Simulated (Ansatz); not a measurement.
## A computed series for BaTiO3: pressure series

The parent structure is BaTiO$_{3}$ in the cubic perovskite structure (space group Pm-3m, No. 221; a = 4.019 Å).

Cell and atoms are relaxed at each pressure.

Level of theory: PBE (Ansatz, a quantum-chemistry and plane-wave program, PAW, no spin-orbit coupling), earlier PAW set.

```
pressure (GPa)  volume per atom (Å³/atom)
--------------  -------------------------
-2                                 13.153
-1                                 13.069
0                                  12.988
2.1                                12.826
4.5                                     ?
9                                  12.361
15                                 12.021
22.5                               11.654
30                                 11.338
```

### Question
Fit the third-order Birch–Murnaghan form P(V) = (3B₀/2)[(V₀/V)^(7/3) − (V₀/V)^(5/3)]·[1 + (3/4)(B₀′ − 4)((V₀/V)^(2/3) − 1)] (squares taken in P) to the rows shown and predict the withheld row.

### Answer
Least squares on the printed values gives V₀ = 12.988 Å³/atom, B₀ = 163 GPa, B₀′ = 4.4; this predicts 12.654 Å³/atom, and the run gives 12.654 Å³/atom, in agreement.

Measured bulk modulus of BaTiO3: 162 GPa (temperature not stated; as listed in Yu-ichiro Matsushita, Kazuma Nakamura, Atsushi Oshiyama, Physical Review B (2011)); the computed value is for a static lattice, so the two differ by thermal effects too.

Load acts through the strain it causes; cell and atoms are relaxed under it. Whether these cells are dynamically stable was not tested. No other phases were tried under pressure. All final runs are without spin polarisation. Many cubic perovskites are stable only at high temperature; tilts and polar distortions were not tested. This is not the structure that BaTiO3 has at room temperature and ambient pressure.
